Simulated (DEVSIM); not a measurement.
Structure: double heterostructure, GaAs between p- and n-type In0.49Ga0.51P, at 300 K.

Layer 1 from the left is In0.49Ga0.51P, thickness (μm) 0.930, Nd (cm⁻³) 4.4e17, τn (s) 6.5e-8, τp (s) 6.5e-8. Layer 2 from the left is GaAs, thickness (μm) 0.0430, Na (cm⁻³) 2e14, τn (s) 6.5e-8, τp (s) 6.5e-8. Layer 3 from the left is In0.49Ga0.51P, thickness (μm) 0.690, Na (cm⁻³) 3.4e17, τn (s) 6.5e-8, τp (s) 6.5e-8.

Left contact: ohmic. Right contact: ohmic. Voltage is applied to the left contact. Recombination: SRH at mid-gap, radiative. Mobility is μmin + (μ − μmin)/(1 + (N/Nref)^α).

This is a model device: material constants are rounded textbook-type values typed into the input, and sizes, dopings and lifetimes were drawn at random. Values at 300 K.

In0.49Ga0.51P: gap (eV) 1.89, affinity (eV) 4, permittivity 11.8, Nc (cm⁻³) 9e17, Nv (cm⁻³) 1.3e19, μn (cm²/Vs) 1500, μp (cm²/Vs) 80, μn,min 400, μp,min 15, Nref,n 2e16, Nref,p 1.5e17, αn 0.7, αp 0.8, B (cm³/s) 1e-10. GaAs: gap (eV) 1.424, affinity (eV) 4.07, permittivity 12.9, Nc (cm⁻³) 4.7e17, Nv (cm⁻³) 9e18, μn (cm²/Vs) 8500, μp (cm²/Vs) 400, μn,min 500, μp,min 20, Nref,n 6e16, Nref,p 1.5e17, αn 0.39, αp 0.38, B (cm³/s) 2e-10.

Model (solved in DEVSIM): 1D drift-diffusion, Boltzmann statistics, complete ionisation; no tunnelling, impact ionisation, image-force lowering or self-heating. Band offsets follow the typed affinities; no thermionic-emission limit at abrupt steps, no polarisation charge.

Task: What does the simulation give for the dark forward voltage at 1 A/cm², the dark forward voltage at 100 A/cm², the potential step across the device at zero bias?

Result: dark forward voltage at 1 A/cm² 1.269 V; dark forward voltage at 100 A/cm² 1.504 V; potential step across the device at zero bias 1.777 V.
